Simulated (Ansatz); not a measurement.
## A constructed model of the (110) surface of bcc W, a layer of Ge in place of the second plane (bottom of the slab: a bare face, its two planes held)

Calculation: PBE (plane waves to 420 eV, PAW; Ansatz, a quantum-chemistry and plane-wave program).

Set-up: 6 atoms, 10.8 Å thick at the start with caps and adatoms (thin: gaps and levels are the slab's own); mesh 14x14x1; 0.1 eV smearing; dipole correction on; 2 atoms held, the rest relaxed; start symmetry kept, larger cells not searched; no spin, no spin-orbit, no U. It is one candidate, not shown to be the stable structure of the face.

```yaml
work_function_of_the_top_face: 5.44 eV
energy_released_by_relaxation: 0.12 eV
cost: very roughly 5 core-minutes
```
